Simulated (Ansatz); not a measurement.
**A computed series for hypothetical anti-perovskite Ba3PtC: pressure series**

Start from Ba3PtC in the anti-perovskite structure (space group Pm-3m, No. 221; a = 5.386 Å; a hypothetical phase, not in the database extracts checked).

Cell and atoms are relaxed at each pressure.

Method: PBEsol, PAW, 420 eV (Ansatz, a program for electronic structure; no spin-orbit coupling).

Two rows of this table had their results exchanged by mistake.

```tsv
pressure	volume per atom (Å³)	shortest distance (Å)	band gap
pressure −2 GPa	25.39	2.513	zero
pressure −1 GPa	32.28	2.722	zero
pressure 0.3 GPa	30.96	2.685	zero
pressure 0.7 GPa	30.60	2.674	zero
pressure 1.5 GPa	29.94	2.655	zero
pressure 3 GPa	28.86	2.623	zero
pressure 5 GPa	27.66	2.586	zero
pressure 7.5 GPa	26.42	2.547	zero
pressure 10 GPa	33.53	2.757	zero
```

Which two?

The rows for pressure −2 GPa and pressure 10 GPa: the volume has to fall steadily with pressure, so 33.53 Å³ belongs to pressure −2 GPa and 25.39 Å³ to pressure 10 GPa.

Load acts through the strain it causes; cell and atoms are relaxed under it. Stability against distortions was not tested. No other phases were tried under pressure. The final runs are not spin-polarised. Ba3PtC has a high density of states at the Fermi level and may be magnetic at this level.
